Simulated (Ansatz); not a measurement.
Start from Ca in the fcc (Cu type) structure (space group Fm-3m, No. 225; a = 5.4552 Å).

All numbers come from PBEsol in Ansatz (plane waves to 420 eV, PAW, scalar-relativistic without spin-orbit coupling).

Before the change:

| Item | Value |
|---|---|
| Band gap | zero |
| Volume per atom | 40.59 Å³ |

Modification: Mg takes the place of Ca on all its sites; the structure is relaxed again.

Tabulated Pauling electronegativity and covalent radius: Ca 1.00, 1.76 Å; Mg 1.31, 1.41 Å.

**Question.** Estimate the effect on the band gap.

**Answer.** The band gap remains zero.

**Question.** Predict the new volume per atom.

**Answer.** The volume per atom decreases by 17.90 Å³, from 40.59 Å³ to 22.69 Å³.

No phonon test of stability was made. For Mg in this form, whether it has been made was not checked. This is not the structure that Mg has at room temperature and ambient pressure.

Ansatz is a quantum-chemistry and plane-wave program.
